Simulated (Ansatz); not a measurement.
Data:

```
CELL_PARAMETERS angstrom
     -1.64191     1.64191     1.64191
      1.64191    -1.64191     1.64191
      1.64191     1.64191    -1.64191
ATOMIC_POSITIONS crystal
  Nb 0.00000 0.00000 0.00000
```

Computed with PBEsol, rigid bands (plane waves, PAW, scalar-relativistic; Ansatz, an electronic-structure program). Condition of this run: hydrostatic pressure -2 GPa (the target of the relaxation). Cell: cell and atoms relaxed with PBEsol, then loaded as said.

### Question
For narrow interconnects the product ρ₀λ of bulk resistivity and mean free path ranks metals, the lower the better. What is it here?

### Answer
3.9 ×10⁻¹⁶ Ω·m².

### Question
And the Drude plasma energy and the root-mean-square Fermi velocity at 300 K?

### Answer
9.3 eV; 6.4e5 m/s.

A metal at this level (no band gap); rigid bands, thermally averaged at 300 K, both spins. Spin-orbit coupling is left out. τ is one relaxation time for all states; the product of resistivity and mean free path takes one path for all states instead.
